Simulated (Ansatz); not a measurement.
The starting structures come from a database of crystals and need not be the phases stable at ambient conditions.

By PBEsol, the system below comes out a metal.

Without scattering a metal conducts by its projected Fermi surface.

Data:

```yaml
crystal:
  lattice:
    - [4.07241, 0.00000, 0.00000]
    - [0.00000, 4.07241, 0.00000]
    - [0.00000, 0.00000, 4.07241]
  atoms:
    - { symbol: Tl, position: [0.00000, 0.00000, 0.00000] }
    - { symbol: H, position: [0.50000, 0.50000, 0.50000] }
    - { symbol: Pd, position: [0.00000, 0.50000, 0.50000] }
    - { symbol: Pd, position: [0.50000, 0.00000, 0.50000] }
    - { symbol: Pd, position: [0.50000, 0.50000, 0.00000] }
```

Space group of this cell: Pm-3m, anti-perovskite. The cell was relaxed by PBE-D3(BJ); by PBEsol its mean pressure is -1.9 GPa.

The current flows along the normal of the first two printed cell vectors, the (001) plane of the conventional cell. No spin-orbit coupling; the value is a mean over 0.1 eV about the Fermi level.

**Question.** Give the ballistic conductance per area that PBEsol (Ansatz, an electronic-structure program) yields.

**Answer.** 0.16 × 10¹⁵ S/m² for both spins.
